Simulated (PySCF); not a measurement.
PySCF 2.14.0, BP86/def2-tzvp, df: Sn(H)(F)(NH2)2 ([NH2][SnH]([NH2])[F]), 9 atoms. The geometry is a generated start, not checked to be a minimum at this level.

```
Item                                                 Value
-------------------------  -------------------------------
task                                                energy
method                                                bp86
basis                                            def2-tzvp
two-electron scheme                        density fitting
mol.max_memory                                     3000 MB
mf.max_cycle                                           100
mf.conv_tol                                1e-09 (default)
mf.grids.level                                 3 (default)
effective core potentials  those of the basis set, past Kr
basis functions                                        173
grid points                                         113064
```

```xyz
9

Sn     0.0443     0.5619    -0.1340
N     -1.6945    -0.4145    -0.1350
N      1.4274    -0.7670     0.4495
F     -0.0861     1.6918     1.4181
H      0.3551     1.7400    -1.3281
H     -1.6336    -1.3477    -0.5235
H     -2.4707     0.0602    -0.5788
H      2.0659    -0.3649     1.1269
H      1.9922    -1.1598    -0.2953
```

With the defaults (mf.DIIS = CDIIS, mf.diis = true, mf.diis_space = 8, mf.damp = 0, mf.diis_start_cycle = 1, mf.init_guess = minao, mf.level_shift = 0, mf.diis_damp = 0) it converges in 15 Fock builds. One run each on 2 threads, 1 BLAS thread, with these changes:
- mf.diis = false
- mf.diis_damp = 0.3
- mf.level_shift = 0.1 Hartree
- mf.diis_space = 3
- mf.init_guess = mod_huckel
- mf.DIIS = EDIIS
- mf.damp = 0.3, mf.diis_start_cycle = 4
- mf.init_guess = 1e
- mf.level_shift = 1 Hartree

Task: Which runs fail or end elsewhere than the default run?

Result: No convergence: mf.DIIS = EDIIS; mf.diis = false (the run ends without SCF convergence in 100 cycles). The rest reach the solution of the defaults.

| setting | Fock builds | end |
|---|---|---|
| mf.level_shift = 0.1 Hartree | 13 | same solution |
| mf.diis_damp = 0.3 | 14 | same solution |
| the defaults | 15 | same solution |
| mf.damp = 0.3, mf.diis_start_cycle = 4 | 17 | same solution |
| mf.init_guess = mod_huckel | 18 | same solution |
| mf.init_guess = 1e | 19 | same solution |
| mf.diis_space = 3 | 34 | same solution |
| mf.level_shift = 1 Hartree | 40 | same solution |
| mf.DIIS = EDIIS | 101 | no convergence |
| mf.diis = false | 101 | no convergence |
